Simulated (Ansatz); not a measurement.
LiTaO3 (R3c), PBEsol, rigid bands (Ansatz, an electronic-structure program): N_c = 1.71e20 cm⁻³ at 300 K and an electron conductivity mass of 0.779 mₑ along z (a = (2.57, 1.48, 4.59) Å; b = (-2.57, 1.48, 4.59) Å; c = (0.00, -2.97, 4.59) Å).

### Question
For 1e16 electrons per cm³ at 300 K, place the Fermi level, estimate the Seebeck coefficient of a parabolic band with constant τ, and give mobility and conductivity for τ = 50 fs.

### Answer
The level lies k_BT ln(N_c/n) = 0.252 eV below the conduction-band minimum. S ≈ −(k_B/e)[ln(N_c/n) + 5/2] = -1055 μV/K, against -1092 μV/K from the full bands (mean over directions). μ = eτ/m = 113 cm²/(V·s) and σ = neμ = 0.181 S/cm. τ is assumed, not computed.

Band transport and this doping are assumed; polarons and phonon drag are left out. Spin-orbit coupling is left out; with 5d elements it also splits d-like band edges.
